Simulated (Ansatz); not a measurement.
Ansatz (a program for electronic structure) run on MnO₂ (P4_2/mnm, 6 atoms in the cell): relaxation of cell and atoms.

Computed with PBE (plane waves, PAW; Ansatz).

```
MnO2
1.0
    4.31637     0.00000     0.00000
    0.00000     4.31637     0.00000
    0.00000     0.00000     2.81232
Mn O
2 4
Direct
  0.00000   0.00000   0.00000
  0.50000   0.50000   0.50000
  0.30492   0.30492   0.00000
  0.69508   0.69508   0.00000
  0.19508   0.80492   0.50000
  0.80492   0.19508   0.50000
```
Moments meant for the start (each program seeds them in its own way; μB, in the order of the atoms Mn Mn O O O O): 4.0 4.0 0.0 0.0 0.0 0.0.

Reference input (self-consistent single point, DFT, PBE, plane waves, default PAW files): basis.ecutwfc = 420 eV; kpoints.mp_grid.grid = 5 5 8; hamiltonian.xc = pbe; hamiltonian.pseudopotentials = {kind: paw} (the program's default PAW files); magnetization.spin_polarized = true; scf.occupations.method = fermi_dirac; scf.occupations.width = 0.1 eV. This run's input differs from it in these lines:

```diff
@@ -23,2 +23,4 @@
   occupations: { method: fermi_dirac, width: 0.1 }
+relax:
+  cell: {}
 output:
```

The program printed (abridged):

```
   [... SCF lines of the steps left out ...]
relax step   1: F+E_penalty+E_count = -10067.14705334 eV  Δ(F+E_penalty+E_count) = +0.000e0 eV  max|allowed force component| = 2.081e-1 eV/Å  Δτ_max = 0.0000 Å  P = +22.906 GPa  Ω = 52.397 Å³  (12 SCF iters, dr2 threshold 1.00e-7 eV, accepted)
relax step   2: F+E_penalty+E_count = -10067.35870375 eV  Δ(F+E_penalty+E_count) = -2.117e-1 eV  max|allowed force component| = 5.005e-2 eV/Å  Δτ_max = 0.0018 Å  P = +9.806 GPa  Ω = 54.635 Å³  energy of the carried Pulay correction = -1.280e-2 eV  [...]
   [... lines left out ...]
relax step   7: F+E_penalty+E_count = -10067.44585482 eV  Δ(F+E_penalty+E_count) = +8.035e-5 eV  max|allowed force component| = 4.955e-4 eV/Å  Δτ_max = 0.0000 Å  P = -0.004 GPa  Ω = 56.988 Å³  energy of the carried Pulay correction = -1.592e-3 eV  [...]
relax step   8: F+E_penalty+E_count = -10067.44745136 eV  Δ(F+E_penalty+E_count) = -1.597e-3 eV  max|allowed force component| = 4.661e-4 eV/Å  Δτ_max = 0.0000 Å  P = +0.013 GPa  Ω = 56.988 Å³  stress off target by 2.24e-2 GPa  SCF on the basis [...]
basis re-selected at this cell: Δ(F+E_penalty+E_count) = -1.597e-3 eV, ΔP = +0.017 GPa vs the last step
the relaxation is at rest under the 16 symmetry operations that the run kept from its start: a minimum is not shown …
the relaxation's final electronic state is not compared with the one that a single-point calculation of its input finds at the relaxed geometry …
   [... lines left out ...]
WARN: an SCF from antiferromagnetic starting moments (-4.00, 4.00, 0.00, 0.00, 0.00, 0.00 Bohr magnetons, atom by atom) was not made, by what the run has read …
Absolute magnetization: 6.1395 μB (∫|ρ↑−ρ↓|, with the PAW one-centre terms)
Free energy (F): -10067.447451 eV
Fermi energy:    10.560992 eV
  cell:  # Å, volume = 56.9883 Å³
   [... lines left out ...]
    - { symbol: Mn, position: [0.5, 0.5, 0.49999999999999994] }
    - { symbol: O, position: [0.30541527627220777, 0.30541527627220777, 1.3767418358903677e-34] }
    - { symbol: O, position: [0.694584723727792, 0.694584723727792, -1.362534938549997e-34] }
    - { symbol: O, position: [0.1945847237277922, 0.8054152762722078, 0.49999999999999994] }
    - { symbol: O, position: [0.8054152762722078, 0.1945847237277922, 0.49999999999999994] }
```

The run converged. 

Summary of the result:
- Free energy E − TS (on the zero of these files): -10067.4475 eV
- Fermi level (on the code's own zero): 10.56 eV
- Pressure: 0.01 GPa
- Size of the cell's spin moment: 5.96 μB
- Final cell: a = 4.451 Å, b = 4.451 Å, c = 2.877 Å, α = 90.00°, β = 90.00°, γ = 90.00°
- Final volume per atom: 9.50 Å³
- Relaxation steps: 8

The starting cell comes from a database of computed structures (which also holds hypothetical and non-ambient phases and stackings), without a prior relaxation at this level. Its lattice was rescaled by a random factor within 2.5 % of one. The magnetic order is the one reached from the typed start; others were not searched systematically. The program warned that, by what it read of turns of the moments, another magnetic order lies lower. The relaxation keeps the symmetry of its start, so its end need not be a minimum. Ansatz's pressure includes its estimate of the finite-basis (Pulay) stress. Without the estimate this run gives -0.85 GPa.

Cost on one core of a shared machine: roughly 60 s.

Keys are those of Ansatz 0.2.
